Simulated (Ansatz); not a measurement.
NiAs-type NiSb: PBE at its full settings (plane-wave cutoff 520 eV, 18×18×12 k mesh (along the axes of the cell as run), Fermi–Dirac smearing 0.05 eV, no spin polarisation, scalar-relativistic PAW data made under PBE) and at cheaper ones, in a cell of 4 atoms with Γ-centred meshes.

```tsv
level and setting	lattice parameter a (Å)	lattice parameter c (Å)	bulk modulus (GPa)
PBE (Ansatz)	3.975	5.158	112
PBE (300 eV cutoff) (Ansatz)	3.985	5.178	109
PBE (Γ point alone) (Ansatz)	4.398	5.235	61.8
PBE (2×2×2 k mesh) (Ansatz)	3.896	5.506	111
PBE (4×4×4 k mesh) (Ansatz)	3.967	5.155	116
PBE (6×6×6 k mesh) (Ansatz)	3.976	5.149	111
PBE (Fermi-Dirac smearing of 0.3 eV) (Ansatz)	4.006	5.146	104
```

Largest shifts from the full settings: lattice constant a +10.6 % (PBE (Γ point alone)), against a difference of +0.73 % of the full result from the reference 3.946 Å (measured, temperature not stated, no zero-point or thermal correction; as tabulated in Wikipedia's data pages); lattice parameter c +6.75 % (PBE (2×2×2 k mesh)), against a difference of +0.19 % of the full result from the reference 5.148 Å (measured, temperature not stated, not corrected to a static lattice; as tabulated in Wikipedia's data pages); bulk modulus -45 % (PBE (Γ point alone)).

The full settings aren't shown to be converged themselves.

Ansatz's density-functional and Hartree–Fock values are scalar-relativistic unless marked +SOC, with PAW data made under PBE.

Run with cheap settings on purpose, which may leave them unconverged: PBE (2×2×2 k mesh), PBE (300 eV cutoff), PBE (4×4×4 k mesh), PBE (6×6×6 k mesh), PBE (Fermi-Dirac smearing of 0.3 eV), PBE (Γ point alone).

Ansatz is an electronic-structure program.
